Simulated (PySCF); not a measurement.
PySCF 2.14.0, B3LYP/def2-svp, df: W(O)4 ([O]=[W-2](=[O])(=[O])=[O]), charge -2, multiplicity 1, 5 atoms. The geometry is a generated start, not checked to be a minimum at this level.

```yaml
task: energy
method: b3lyp
basis: def2-svp
two_electron_scheme: density fitting
mol.max_memory: 3000 MB
mf.max_cycle: 100
mf.init_guess: minao (default)
mf.DIIS: CDIIS (default)
mf.diis_space: 8 (default)
mf.conv_tol: 1e-09 (default)
mf.grids.level: 3 (default)
effective_core_potentials: those of the basis set, past Kr
basis_functions: 88
grid_points: 80640
```

```xyz
5

W      0.0009     0.0012    -0.0012
O      1.2411     0.7382    -1.0418
O      0.7893    -0.9111     1.3067
O     -1.0081    -1.1044    -0.9623
O     -1.0233     1.2761     0.6987
```

Charge -2 and multiplicity 1 are set for this test and not shown to be the ground state.

One run each on 2 threads, 1 BLAS thread. Values of level_shift (Hartree) tried: 0 (default), 0.1, 0.3, 1.

### Question
Which value of level_shift (Hartree) needs the fewest Fock builds, and what happens away from it?

### Answer
Fewest Fock builds, within one of each other: 0 (default) with 13, 0.1 with 14. The count rises to 36 at 1. All converge to one solution.

```csv
level_shift (Hartree),Fock builds,end
0 (default),13,same solution
0.1,14,same solution
0.3,16,same solution
1,36,same solution
```
